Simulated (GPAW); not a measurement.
GPAW is run on BaMg2 (P6_3/mmc, 12 atoms in the cell), and the run fails. The aim is a self-consistent single point with DFT PBEsol, plane waves, GPAW PAW datasets PBEsol (made by gpaw-setup).

Cell that was meant: a = 6.6699 Å, b = 6.6699 Å, c = 10.6020 Å, α = 90.00°, β = 90.00°, γ = 120.00°.

Part of the input:

```python
                                [0.324800, 0.162400, 0.250000],
                                [0.162400, 0.324800, 0.750000],
                                [0.837600, 0.162400, 0.250000],
                                [0.675200, 0.837600, 0.750000]])

calc = GPAW(mode={'name': 'pw', 'ecut': 800},
            xc='PBEsol',
```

Log, with long lists cut:

```
Input parameters:
  convergence: {density: 1e-05,
                energy: 1e-05}
  kpts: [5 5 3]
  maxiter: 120
  mode: {ecut: 800,
         name: pw}
  nbands: -18
  occupations: {name: methfessel-paxton,
                order: 0,
                width: 0.272}
  symmetry: {symmorphic: False,
             tolerance: 0.0005}
  xc: PBEsol

species:
  Ba:
    name: Barium
    Z: 56.0
    valence: 10
    core: 46
    charge: 0.0
    file: Ba.PBEsol.gz

    # Using partial waves for Ba as LCAO basis

  Mg:
    name: Magnesium
    Z: 12.0
    valence: 10
    core: 2
    charge: 0.0
    file: Mg.PBEsol.gz

    # Using partial waves for Mg as LCAO basis

Reference energy: -928264.394759  # eV

Spin-paired calculation

Convergence criteria:
 Maximum [total energy] change in last 3 cyles: 1e-05 eV / valence electron
 Maximum integral of absolute [dens]ity change: 1e-05 electrons / valence electron
 Maximum integral of absolute [eigenst]ate change: 4e-08 eV^2 / valence electron
 Maximum number of scf [iter]ations: 120

Traceback (most recent call last):
   [... frames left out ...]
ValueError: K-points can only be used with PBCs!
```

Task: From the messages shown, name the fault and mend the input.

Result: The fault is periodic boundary conditions left out; here the program stops on it instead of giving results. To fix it, switch periodicity on. The program stopped before any SCF iteration.

An input that runs soundly differs in these lines (not the only fix; some lines may just follow from the change or write a value another way):
```diff
-                                [0.675200, 0.837600, 0.750000]])
+                                [0.675200, 0.837600, 0.750000]],
+              pbc=True)
```

With that input, the run converged in 23 iterations: free energy E − TS (from the program's reference atoms) -24.4577 eV; Fermi level (on the code's own zero) 4.59 eV; pressure -0.95 GPa; largest force (vector length) 0.008 eV/Å (DFT PBEsol, plane waves, GPAW PAW datasets PBEsol (made by gpaw-setup)).

On the sound input: the starting cell comes from a database of published, mostly measured structures (it also holds non-ambient and calculated ones), without a prior relaxation at this level.
